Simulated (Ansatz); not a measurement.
The structure below was relaxed with r2SCAN in Ansatz (plane waves to 500 eV, PAW, without spin-orbit coupling), at pressure 10 GPa.

```
CELL_PARAMETERS angstrom
      0.00000     2.97194     2.97194
      2.97194     0.00000     2.97194
      2.97194     2.97194     0.00000
ATOMIC_POSITIONS crystal
  W  0.00000 0.00000 0.00000
  Ge 0.25000 0.25000 0.25000
  Ge 0.75000 0.75000 0.75000
```

Problem. Find the space group and the Wyckoff positions.

Solution. Space group Fm-3m (No. 225); a = b = c = 5.944 Å, α = β = γ = 90.00°

```tsv
atom	site	symmetry	x	y	z
W	4a	m-3m	0.0000	0.0000	0.0000
Ge	8c	-43m	0.2500	0.2500	0.2500
```

Problem. Describe the coordination.

Solution. The crystal has 12 atoms in its conventional cell. Lattice parameters: a = 5.9439 Å, b = 5.9439 Å, c = 5.9439 Å, α = 90.00°, β = 90.00°, γ = 90.00°. W is coordinated by 8 Ge at 2.574 Å (cubic). Ge sees 4 W at 2.574 Å and 6 Ge at 2.972 Å. (Neighbours: up to the widest gap in distance over summed covalent radii, below 1.35, at either atom; cation-cation and far metal-metal contacts left out.)

Load acts through the strain it causes; cell and atoms are relaxed under it. Whether these cells are dynamically stable was not tested. Competing high-pressure phases were not computed. The final runs are not spin-polarised. The cell was made from WGe₂ (space group Fm-3m, No. 225; a hypothetical phase, not in the database extracts checked) by this change: pressure 10 GPa. WGe2 has a high density of states at the Fermi level and may be magnetic at this level.

Ansatz is a first-principles code.
